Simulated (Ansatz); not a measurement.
A computed series for Ga2O3: response to strain

Consider Ga2O3 in the corundum structure (space group R-3c, No. 167; a = 4.9499 Å, c = 13.3058 Å (hexagonal axes)). Axes: x lies along a and z along c of the hexagonal cell.

Strains are applied to the cell and any free atomic positions relax.

All numbers come from Kohn–Sham DFT with the LDA functional, run in Ansatz (a first-principles code) with PAW and 420 eV plane waves, without spin-orbit coupling.

Notes on the quantities. energy relative to the base: free energy F.

| uniaxial strain ε_xx (%) | energy relative to the base (meV/atom) |
|---|---|
| -3 | 11.5 |
| -2.25 | ? |
| -1.5 | 2.8 |
| -0.75 | 0.7 |
| 0 | 0.0 |

**Question.** Fit ΔE = Aε² + Bε³ (ε in %) to the rows shown and predict the withheld row.

**Answer.** Least squares on the printed values gives A = 1.21 and B = -0.021 meV/atom (largest residual 0.0 meV/atom); this predicts 6.4 meV/atom, and the run gives 6.4 meV/atom, in agreement.

No phonon test of stability was made.
